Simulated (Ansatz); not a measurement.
# A computed series for CdS: response to strain

Take CdS in the wurtzite structure (space group P6_3mc, No. 186) as the base.

Space group P6₃mc (No. 186); a = 4.0741 Å, b = 4.0741 Å, c = 6.6367 Å, α = 90.00°, β = 90.00°, γ = 120.00°

```
atom  site  symmetry       x       y       z
----  ----  --------  ------  ------  ------
Cd      2b       3m.  0.3333  0.6667  0.0004
S       2b       3m.  0.3333  0.6667  0.3766
```

Strains are applied to the cell and any free atomic positions relax.

All numbers come from LDA (Ansatz, a quantum-chemistry and plane-wave program; PAW; 420 eV plane waves; without spin-orbit coupling).

Notes on the quantities. energy relative to the base: free energy F.

```tsv
case	energy relative to the base	width of the top valence band	electron mass
base	0 meV/atom	1.87 eV	0.11 mₑ along c, 0.11 mₑ across (at Γ)
isotropic strain −3.00 %	+46 meV/atom	2.18 eV	0.12 mₑ along c, 0.13 mₑ across (at Γ)
isotropic strain −2.40 %	+29 meV/atom	2.12 eV	0.12 mₑ along c, 0.13 mₑ across (at Γ)
isotropic strain −1.80 %	+16 meV/atom	2.05 eV	0.12 mₑ along c, 0.12 mₑ across (at Γ)
isotropic strain −1.20 %	+6.8 meV/atom	1.99 eV	0.11 mₑ along c, 0.12 mₑ across (at Γ)
isotropic strain −0.60 %	+1.7 meV/atom	1.93 eV	0.11 mₑ along c, 0.12 mₑ across (at Γ)
```

The levels and masses belong to the bands next to the band gap. Effective masses come from finite differences of ±0.01 Å⁻¹. Whether these cells are dynamically stable was not tested.
